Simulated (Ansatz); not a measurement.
An Ansatz (a program for electronic structure) input (PBEsol, PAW, 420 eV (Ansatz; without spin-orbit coupling), earlier PAW set):

Ansatz 0.2 input:
```yaml
crystal:
  lattice:
    - [0, 2.7670282836, 2.7670282836]
    - [2.7670282836, 0, 2.7670282836]
    - [2.7670282836, 2.7670282836, 0]
  atoms:
    - { symbol: Pd, position: [0.25, 0.25, 0.25] }
    - { symbol: Zn, position: [0, 0, 0] }
basis: { ecutwfc: 420, ecutrho_ratio: 4, xc_grid: 2, fft_grid_basis: typed }
kpoints: { mp_grid: { grid: [15, 15, 15] } }
hamiltonian:
  xc: pbesol
  dispersion: none
  pseudopotentials: { azcp: { folder: ./paw }, kind: paw }
scf: { occupations: { method: fermi_dirac, width: 0.05 }, convergence: { dr2_threshold: 0.0000000002 } }
output: { forces: true, stress: true }
checkpoint: { write: state.ck, write_every: 1000 }
```

**Question.** Which symmetry and how many k-points will the program report, and about how many plane waves at Γ?

**Answer.** Space group F-43m (ITA 216) with 24 operations, k-points 120 of 3375, and 869 plane waves at Γ.

No phonon test of stability was made. The final runs are not spin-polarised. The cell was made from ZnS by this change: S → Pd; the result is a hypothetical phase, not in the database extracts checked.
